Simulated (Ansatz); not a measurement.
The starting structures come from a database of crystals and need not be the phases stable at ambient conditions.

 Where the default PAW files enter, the runs use the earlier of Ansatz's two default sets.

Evanescent states of CaHBr (P4/nmm, not sure to be the ambient phase, 6 atoms a cell, 19.0 Å³ an atom) along the normal of (100)

Calculation: r2SCAN (plane waves, PAW; Ansatz, a quantum-chemistry and plane-wave program).

The gap is the functional's own. No spin-orbit coupling. Mid-gap values are interpolated on the energy grid.

Energies count from the valence-band top; κ is the least over a 8×4 mesh across the current.

```json
[
 {"E (eV)": "0.10", "κ (1/Å)": "0.264", "where": "off Γ"},
 {"E (eV)": "0.32", "κ (1/Å)": "0.353", "where": "off Γ"},
 {"E (eV)": "0.53", "κ (1/Å)": "0.359", "where": "off Γ"},
 {"E (eV)": "0.73", "κ (1/Å)": "0.358", "where": "off Γ"},
 {"E (eV)": "0.94", "κ (1/Å)": "0.361", "where": "off Γ"},
 {"E (eV)": "1.16", "κ (1/Å)": "0.364", "where": "off Γ"},
 {"E (eV)": "1.36", "κ (1/Å)": "0.366", "where": "off Γ"},
 {"E (eV)": "1.57", "κ (1/Å)": "0.368", "where": "off Γ"},
 {"E (eV)": "1.78", "κ (1/Å)": "0.369", "where": "off Γ"},
 {"E (eV)": "2.00", "κ (1/Å)": "0.369", "where": "off Γ"},
 {"E (eV)": "2.21", "κ (1/Å)": "0.367", "where": "off Γ"},
 {"E (eV)": "2.42", "κ (1/Å)": "0.365", "where": "off Γ"},
 {"E (eV)": "2.62", "κ (1/Å)": "0.361", "where": "off Γ"},
 {"E (eV)": "2.83", "κ (1/Å)": "0.354", "where": "off Γ"},
 {"E (eV)": "3.04", "κ (1/Å)": "0.340", "where": "off Γ"},
 {"E (eV)": "3.25", "κ (1/Å)": "0.323", "where": "off Γ"},
 {"E (eV)": "3.46", "κ (1/Å)": "0.303", "where": "off Γ"},
 {"E (eV)": "3.67", "κ (1/Å)": "0.277", "where": "off Γ"},
 {"E (eV)": "3.88", "κ (1/Å)": "0.243", "where": "off Γ"},
 {"E (eV)": "4.09", "κ (1/Å)": "0.197", "where": "off Γ"},
 {"E (eV)": "4.30", "κ (1/Å)": "0.121", "where": "off Γ"}
]
```

Question: How thick must the barrier be to attenuate the transmission by 10^6 when the electrodes' Fermi level lies at 3.67 eV, and what attenuation does that film give at 4.09 eV?

Answer: d = 6 ln 10 / (2 × 0.277) = 24.9 Å. At 4.09 eV it gives 6 × 0.197/0.277 = 4.3 decades.
